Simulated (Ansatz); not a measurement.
N on the 1x1 (111) surface of fcc Rh, one in a 2x2 cell, energies for each (25.4 Å²). Energies are against ½ N2(g), without zero-point or thermal terms; each row is named by its start.

Method: PBE (plane waves to 420 eV, PAW; Ansatz, a first-principles code).

Model: 17-atom slab, 6.5 Å thick at the start under the adsorbate (thin: gaps and levels are the slab's own), 6x6x1 mesh, Fermi-Dirac 0.1 eV, dipole correction, 8 atoms held, the rest relaxed; each run with such symmetry as its start has; spin where the adsorbate may keep a moment, no spin-orbit, no U, no dispersion correction.

A negative adsorption energy means that the adsorbate is more stable on the surface than in its reference. Starts that drift may end in the same place. Heights count from the host atoms within 0.3 Å of the top one.

```csv
starting site,E_ads (eV),height (Å),nearest host atom (Å),bonded to,Δ work function (eV),lateral drift (Å),moment (μB)
top Rh,1.69,1.65,Rh 1.65,Rh,0.58,0.0,0.0
hollow Rh-Rh-Rh over Rh at depth 2.2 Å,-0.23,1.06,Rh 1.90,3 Rh,0.42,0.0,–
hollow Rh-Rh-Rh over Rh at depth 4.4 Å,-0.06,1.06,Rh 1.90,3 Rh,0.42,0.0,–
bridge Rh-Rh (span 2.7 Å),-0.23,1.06,Rh 1.90,3 Rh,0.41,0.8,–
```
